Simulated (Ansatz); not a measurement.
# BeS: energy against volume

BeS (zinc blende, F-43m, 14.425 Å³/atom and stress up to 0.01 GPa in the relaxed cell, cube axes along x, y and z) under an equal strain ε along all three axes. r2SCAN in Ansatz, a plane-wave DFT program (PAW, default set), 500 eV, 12×12×12 Γ-centred mesh, Fermi-Dirac smearing 0.05 eV; ions are relaxed, or left where forces stay under 0.02 eV/Å, within the symmetry of each cell.

Here V stands for volume and E for E less E0.

| volume (Å³/atom) | E less E0 (meV/atom) | pressure (GPa) |
|---|---|---|
| 13.1657 | ? | ? |
| 13.5771 | 16.69 | 6.62 |
| 13.7860 | 9.25 | 4.81 |
| 13.9970 | 4.05 | 3.11 |
| 14.2101 | 1.00 | 1.51 |
| 14.4254 | 0.00 | 0.00 |
| 14.6429 | 0.98 | -1.42 |
| 14.8625 | 3.85 | -2.75 |
| 15.0844 | 8.54 | -4.01 |
| 15.3084 | 14.97 | -5.18 |

### Question
Using the third-order Birch-Murnaghan form, a cubic in V^(-2/3), estimate the missing E at V = 13.1657 from the other rows, showing the fit.

### Answer
With u = V^(-2/3) - 0.169, the rows have u = 0.006710, 0.004930, 0.003178, 0.001452, -0.000248, -0.001924, -0.003573, -0.005200, -0.006802. Least squares gives E = 0.022 + 169.32·u + 346459·u² - 222326·u³. Residuals (row less fit): 0.000, -0.001, -0.002, 0.002, -0.001, 0.000, 0.000, -0.001, 0.000; standard error 0.002 (degrees of freedom: 5). Its minimum lies at u = -0.000244, so V0 = (0.168756)^(-3/2) = 14.42. There d²E/du² = 693200 and d³E/du³ = -1334000, so B0 = (4/9) × 14.42^(-7/3) × 693200 × 0.160218 = 97.5 GPa (the last factor turns the table's units into GPa), and B0' = 4 + (2/3) × 0.168756 × (-1334000)/693200 = 3.8. B0' rests on the cubic coefficient alone and has a standard error of 0.1 from these residuals. At the withheld row, u = 0.010351, so E = 0.022 + 169.32 × 0.010351 + 346459 × 0.010351² - 222326 × 0.010351³ = 38.649 meV/atom. The calculation gives 38.63 meV/atom, 0.019 meV/atom below the prediction (0.0 % of the range of E in the table). The row lies outside the fitted rows, so this is an extrapolation. The scatter of the fitted rows lies at the last printed digit.

Other structures, which can take over under pressure, weren't tried. The same form fitted to the pressure column gives B0' = 3.8; series where the two differ by over 0.4 aren't shown. Rows are the converged runs of the series near zero and its far end, less any whose ions stayed unrelaxed beside relaxed ones; series whose fitted rows scatter by over a few per cent of the range, as at a crossing or softening among them, aren't shown in this form.
